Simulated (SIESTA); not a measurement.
Input and output of a self-consistent single point for TlIO3 (R3m, 5 atoms in the cell) (SIESTA)

Method: GGA PBEsol, numerical atomic orbitals DZP, PseudoDojo PBEsol standard norm-conserving potentials (rewritten from UPF to PSML) run with SIESTA.

Input as run:

```
# files in the folder: Tl.psml I.psml O.psml (PseudoDojo PBEsol standard)
SystemName  TlIO3
SystemLabel TlIO3

NumberOfAtoms                5
NumberOfSpecies              3
%block ChemicalSpeciesLabel
  1 81 Tl
  2 53 I
  3 8 O
%endblock ChemicalSpeciesLabel
LatticeConstant              1.0 Bohr
%block LatticeVectors
     5.972001316    3.447935705    5.033094671
    -5.972001316    3.447935705    5.033094671
     0.000000000   -6.895875190    5.033094671
%endblock LatticeVectors
AtomicCoordinatesFormat      ScaledCartesian
%block AtomicCoordinatesAndAtomicSpecies
     0.000000000   -0.000000057    0.226610054  1
    -0.000000000   -0.000001897    7.577726674  2
     2.635981661    1.521882595    9.195765949  3
    -2.635981661    1.521882595    9.195765949  3
     0.000000000   -3.043772096    9.195765949  3
%endblock AtomicCoordinatesAndAtomicSpecies

XC.functional                GGA
XC.authors                   PBEsol
PAO.BasisSize                DZP
PAO.EnergyShift              0.005 Ry
MeshCutoff                   400 Ry
%block kgrid.MonkhorstPack
    3   0   0  0.0
    0   3   0  0.0
    0   0   3  0.0
%endblock kgrid.MonkhorstPack
OccupationFunction           FD
ElectronicTemperature        0.02 eV

MaxSCFIterations             150
SCF.Mixer.Method             Pulay
SCF.Mixer.Weight             0.1
SCF.Mixer.History            8
SCF.DM.Tolerance             1.0E-05
Diag.ParallelOverK           true
WriteForces                  true
Charge.Mulliken              end
```

The program printed (abridged):

```
reinit: Reading from file input.fdf

reinit: System Name: TlIO3
reinit: System Label: TlIO3

coor:   Atomic-coordinates input format  =     Cartesian coordinates
coor:                                          (in units of alat)

siesta: Atomic coordinates (Bohr) and species
siesta:      0.00000  -0.00000   0.22661  1        1
siesta:     -0.00000  -0.00000   7.57773  2        2
siesta:      2.63598   1.52188   9.19577  3        3
siesta:     -2.63598   1.52188   9.19577  3        4
siesta:      0.00000  -3.04377   9.19577  3        5

siesta: System type = bulk

initatomlists: Number of atoms, orbitals, and projectors:      5    70    89

siesta: ******************** Simulation parameters ****************************
redata: Spin configuration                          = none
redata: Time-Reversal Symmetry                      = T
redata: Number of Atomic Species                    =        3
redata: Mesh Cutoff                                 =   400.0000 Ry
redata: Net charge of the system                    =     0.0000 |e|
redata: Min. number of SCF Iter                     =        0
redata: Max. number of SCF Iter                     =      150
redata: SCF convergence failure will abort job
redata: SCF mix quantity                            = Hamiltonian
redata: Mix DM or H after convergence               =   F
redata: Recompute H after scf cycle                 =   F
redata: Mix DM in first SCF step                    =   T
redata: No kicks to SCF
redata: DM Mixing Weight for Kicks                  =     0.5000
redata: Require Harris convergence for SCF          =   F
redata: Harris energy tolerance for SCF             =     0.000100 eV
redata: Require DM convergence for SCF              =   T
redata: DM tolerance for SCF                        =     0.000010
redata: Require EDM convergence for SCF             =   F
redata: EDM tolerance for SCF                       =     0.001000 eV
   [... lines left out ...]
diag: Parallel distribution                         =     1 x     1
diag: Used triangular part                          = Lower
diag: Absolute tolerance                            =  0.100E-15
diag: Orthogonalization factor                      =  0.100E-05
diag: Memory factor                                 =  1.0000

superc: Internal auxiliary supercell:     5 x     5 x     5  =     125
superc: Number of atoms, orbitals, and projectors:    625   8750  11125

                        Single-point calculation

superc: Internal auxiliary supercell:     5 x     5 x     5  =     125
superc: Number of atoms, orbitals, and projectors:    625   8750  11125

outcell: Unit cell vectors (Ang):
        3.160247    1.824569    2.663399
       -3.160247    1.824569    2.663399
        0.000000   -3.649140    2.663399

outcell: Cell vector modules (Ang)   :    4.517733    4.517733    4.517734
outcell: Cell angles (23,13,12) (deg):     88.7771     88.7771     88.7771
outcell: Cell volume (Ang**3)        :     92.1444
new_DM -- step:     1
Initializing Density Matrix...

Attempting to read DM from file... Failed...
DM filled with atomic data:

InitMesh: MESH = 60 x 60 x 60 = 216000
InitMesh: Mesh cutoff (required, used) =   400.000   487.922 Ry

stepf: Fermi-Dirac step function
        iscf     Eharris(eV)        E_KS(eV)     FreeEng(eV)     dDmax    Ef(eV) dHmax(eV)
   scf:    1    -3306.596981    -3333.925242    -3333.925242  1.493696 -3.262696  8.823974
   scf:    2    -3342.378705    -3338.417023    -3338.417023  0.078707 -3.010506  5.911454
   scf:    3    -3344.384524    -3342.919172    -3342.919172  0.142181 -2.708506  1.600180
   scf:    4    -3342.295964    -3342.739423    -3342.739423  0.101652 -3.232708  1.709454
   scf:    5    -3343.166852    -3343.054070    -3343.054070  0.035756 -3.206002  0.260123
   scf:    6    -3342.902988    -3343.002028    -3343.002028  0.018828 -3.140287  0.813539
   [... 2 lines left out ...]
   scf:    9    -3343.058247    -3343.058293    -3343.058293  0.001799 -3.206649  0.015764
   scf:   10    -3343.058330    -3343.058322    -3343.058322  0.000662 -3.206967  0.001138
   scf:   11    -3343.058322    -3343.058322    -3343.058322  0.000017 -3.206778  0.000635
   scf:   12    -3343.058322    -3343.058322    -3343.058322  0.000076 -3.206540  0.000307
   scf:   13    -3343.058322    -3343.058322    -3343.058322  0.000009 -3.206566  0.000128
SCF Convergence by DM+H criterion
max |DM_out - DM_in|         :     0.0000087210
max |H_out - H_in|      (eV) :     0.0001275521
SCF cycle converged after 13 iterations

Using DM_out to compute the final energy and forces

siesta: E_KS(eV) =            -3343.0583

siesta: E_KS - E_eggbox =     -3343.0583

siesta: Atomic forces (eV/Ang):
     1    0.000000    0.000000    0.008616
     2    0.000000   -0.000011   -2.445815
     3    1.720344    0.993241    0.812710
     4   -1.720344    0.993241    0.812710
     5    0.000000   -1.986472    0.812704
   Tot   -0.000000   -0.000000    0.000925
   Max    2.445815
   Res    1.148967    sqrt( Sum f_i^2 / 3N )
   Max    2.445815    constrained

Stress tensor Voigt[x,y,z,yz,xz,xy] (kbar):      -53.81      -53.81      -20.97       -0.00        0.00        0.00
(Free)E + p*V (eV/cell)    -3340.5931
Target enthalpy (eV/cell)    -3343.0583

siesta: Program's energy decomposition (eV):
siesta: Ebs     =      -506.277859
siesta: Eions   =      4354.943705
siesta: Ena     =       561.189715
siesta: Ekin    =      1836.243056
siesta: Enl     =      -441.659471
siesta: Eso     =         0.000000
siesta: Edftu   =         0.000000
siesta: DEna    =        11.808807
siesta: DUscf   =         2.953661
siesta: DUext   =         0.000000
siesta: Ex      =      -887.338266
siesta: Ec      =       -71.312119
siesta: Exc     =      -958.650385
siesta: Eharris =     -3343.058322
siesta: Etot    =     -3343.058322
siesta: FreeEng =     -3343.058322

siesta: Atomic forces (eV/Ang):
siesta:      1    0.000000    0.000000    0.008616
siesta:      2    0.000000   -0.000011   -2.445815
siesta:      3    1.720344    0.993241    0.812710
siesta:      4   -1.720344    0.993241    0.812710
siesta:      5    0.000000   -1.986472    0.812704
siesta: ----------------------------------------
siesta:    Tot   -0.000000   -0.000000    0.000925

siesta: Stress tensor (static) (eV/Ang**3):
siesta:    -0.033586    0.000000    0.000000
siesta:     0.000000   -0.033586   -0.000000
siesta:     0.000000   -0.000000   -0.013091

siesta: Cell volume =         92.144403 Ang**3

siesta: Pressure (static):
   [... lines left out ...]
siesta:          42.86507119        -24.67530229  kBar
   [... lines left out ...]
               5dxy    5dyz    5dz2    5dxz    5dx2-y2 6dxy    6dyz    6dz2
               6dxz    6dx2-y2
   1 13.004   1.903   0.043   0.184   0.226   0.184   0.024  -0.000   0.024
              1.995   1.992   1.998   1.992   1.995   0.083   0.090   0.098

              0.090   0.083

Species: I
Atom  Qatom  Qorb
               5s      5s      5py     5pz     5px     5py     5pz     5px
               5Pdxy   5Pdyz   5Pdz2   5Pdxz   5Pdx2-y2
   2  5.481   1.555   0.189   0.541   0.703   0.541   0.374   0.428   0.374
              0.175   0.145   0.135   0.145   0.175

Species: O
Atom  Qatom  Qorb
               2s      2s      2py     2pz     2px     2py     2pz     2px
               3Pdxy   3Pdyz   3Pdz2   3Pdxz   3Pdx2-y2
   3  6.505   1.835  -0.005   1.704   1.700   1.435  -0.097  -0.108   0.006
              0.008   0.006   0.005   0.010   0.006
   4  6.505   1.835  -0.005   1.704   1.700   1.435  -0.097  -0.108   0.006
              0.008   0.006   0.005   0.010   0.006
   5  6.505   1.835  -0.005   1.301   1.700   1.838   0.057  -0.108  -0.149
              0.005   0.012   0.005   0.003   0.009

mulliken: Qtot =       38.000

Mulliken Atomic Populations:
Atom #   charge [q] valence [e]  Species
     1    -0.003815   13.003815  Tl
     2     1.519308    5.480692  I
     3    -0.505165    6.505165  O
     4    -0.505165    6.505165  O
     5    -0.505164    6.505164  O
 Total    -0.000000
```

The run converged in 13 iterations.

The starting cell comes from a database of computed structures (which also holds hypothetical and non-ambient phases and stackings), without a prior relaxation at this level. Its lattice was rescaled by up to half a per cent. One atom was moved a little off its site on purpose. Values carry the incompleteness of an atom-centred basis. With a pressure of about 4 GPa the cell is away from its equilibrium volume at this level. Forces in this geometry exceed 1 eV/Å.

Cost on one core of a shared machine: roughly 40 s.
